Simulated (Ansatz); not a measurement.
# PbF2, pressure series

Take PbF2 in the fluorite structure (space group Fm-3m, No. 225; a = 5.899 Å) as the base.

Cell and atoms are relaxed at each pressure.

Level of theory: PBEsol in Ansatz (plane waves to 420 eV, PAW, spin-orbit coupling left out).

Two rows of this table had their results exchanged by mistake.

```
pressure           volume per atom (Å³)  shortest distance (Å)  band gap
-----------------  --------------------  ---------------------  --------
pressure −2 GPa                   17.59                  2.578   4.31 eV
pressure −1 GPa                   16.24                  2.510   4.28 eV
pressure 0.9 GPa                  16.91                  2.544   4.30 eV
pressure 2.1 GPa                  16.67                  2.532   4.30 eV
pressure 4.5 GPa                  17.33                  2.566   4.31 eV
pressure 15 GPa                   14.86                  2.438   4.21 eV
pressure 22.5 GPa                 14.17                  2.399   4.14 eV
pressure 30 GPa                   13.62                  2.367   4.06 eV
```

Q: Which two?

A: The rows for pressure −1 GPa and pressure 4.5 GPa: the volume has to fall steadily with pressure, so 17.33 Å³ belongs to pressure −1 GPa and 16.24 Å³ to pressure 4.5 GPa.

With Pb present, leaving out spin-orbit coupling can change the band edges. Load acts through the strain it causes; cell and atoms are relaxed under it. Whether these cells are dynamically stable was not tested. Competing high-pressure phases were not computed.

Ansatz is a first-principles code.
